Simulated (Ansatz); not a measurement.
Base system: CdSe in the wurtzite structure (space group P6_3mc, No. 186; a = 4.248 Å, c = 6.941 Å).

Calculations: Ansatz (an electronic-structure program) LDA, no SOC.

One change was made to it. Results:

```csv
quantity,base,after
band gap,0.46 eV,0.53 eV
shortest interatomic distance,2.600 Å,2.572 Å
```

Q: Which of these changes matches the shifts?
A) pressure 0.9 GPa
B) pressure 30 GPa
C) pressure 4.5 GPa
D) pressure 2.1 GPa
E) pressure 15 GPa

A: D, pressure 2.1 GPa. For comparison, the shortest interatomic distance in the other runs: pressure 15 GPa gives 2.451 Å; pressure 0.9 GPa gives 2.588 Å; pressure 4.5 GPa gives 2.544 Å; pressure 30 GPa gives 2.334 Å.

Load acts through the strain it causes; cell and atoms are relaxed under it. Stability against distortions was not tested. Measured, CdSe leaves this structure (for rock salt) near 2.72 GPa (temperature not stated; as listed in Datta, Sujoy, Jana, Debnarayan, arXiv (2020)), on rising pressure, with hysteresis.
